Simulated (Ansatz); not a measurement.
**Habitual settings against a tight run: Al2Ru (I4/mmm, 3 atoms in the cell)**

Self-consistent single point.

```yaml
crystal:
  lattice:
    - [-1.54185, 1.54185, 4.17157]
    - [1.54185, -1.54185, 4.17157]
    - [1.54185, 1.54185, -4.17157]
  atoms:
    - { symbol: Al, position: [0.65920, 0.65920, 0.00000] }
    - { symbol: Al, position: [0.34080, 0.34080, 0.00000] }
    - { symbol: Ru, position: [0.00000, 0.00000, 0.00000] }
```

Level of theory: PBEsol, PAW files made with PBE (plane waves; Ansatz, an electronic-structure program).

Base settings: basis.ecutwfc = 420 eV; kpoints.mp_grid.grid = 12 12 12; hamiltonian.xc = pbesol; hamiltonian.pseudopotentials = {kind: paw} (the program's default PAW files); scf.occupations.method = cold; scf.occupations.width = 0.1 eV.

Tight run (finer mesh or higher cutoff; not a proven limit): basis.ecutwfc: 420 eV → 590 eV; kpoints.mp_grid.grid: 12 12 12 → 17 17 17; scf.convergence.dr2_threshold: default (1e-07 eV) → 1e-09 eV. It gave Fermi level (on the code's own zero) 14.57 eV; pressure 6.54 GPa; largest force (vector length) 0.076 eV/Å.

Quick runs, as changes from the base:
- A: the base itself
- B: basis.ecutwfc: 420 eV → 210 eV; kpoints.mp_grid.grid: 12 12 12 → 4 4 4
- C: basis.ecutwfc: 420 eV → 335 eV; kpoints.mp_grid.grid: 12 12 12 → 2 2 2; hamiltonian.xc: pbesol → lda; scf.occupations.method: cold → methfessel_paxton; scf.occupations.width: 0.1 eV → 0.136 eV [LDA (PW92)]
- D: basis.ecutwfc: 420 eV → 335 eV; kpoints.mp_grid.grid: 12 12 12 → 6 6 6
- E: basis.ecutwfc: 420 eV → 210 eV; kpoints.mp_grid.grid: 12 12 12 → 8 8 8; hamiltonian.xc: pbesol → lda; scf.occupations.method: cold → gaussian; scf.occupations.width: 0.1 eV → 0.272 eV [LDA (PW92)]
- F: basis.ecutwfc: 420 eV → 250 eV; kpoints.mp_grid.grid: 12 12 12 → 3 3 3; hamiltonian.xc: pbesol → lda; scf.occupations.method: cold → fermi_dirac; scf.occupations.width: 0.1 eV → 0.5 eV; kpoints.mp_grid.shift: default → 0.5 0.5 0.5 [LDA (PW92)]

Energies are extrapolated to zero smearing width, which holds to low order in the width alone.

Dashes: energy of C, E, F, another energy zero.

† marks runs with another functional, U, potentials or spin treatment: their distance from the tight run is not a convergence error alone.

The count of work is k-points × plane waves × bands × iterations; it is no time. 

Pressures in the table are Ansatz's without its Pulay estimate, at a fixed set of plane waves; the tight run's value above holds the estimate.

The starting cell comes from a database of computed structures (which also holds hypothetical and non-ambient phases and stackings), without a prior relaxation at this level. Its lattice was rescaled by a random factor within 2.5 % of one. Spin polarisation is off. In the base run, with a pressure of about 7 GPa the cell is away from its equilibrium volume at this level.

| run | energy less tight (meV/atom) | pressure less tight (GPa) | largest miss in a force vector (eV/Å) | count of work / tight |
|---|---|---|---|---|
| A | 1.0 | -0.08 | 0.005 | 0.21 |
| B | 1598.8 | -83.81 | 0.292 | 0.0089 |
| C† | – | -0.89 | 0.124 | 0.0063 |
| D | 22.7 | -1.65 | 0.047 | 0.028 |
| E† | – | -88.96 | 0.370 | 0.032 |
| F† | – | -30.58 | 0.163 | 0.0044 |

Among the runs at the tight run's level, the energy misses run from 1.0 to 1598.8 meV/atom.

Keys are those of Ansatz 0.2.
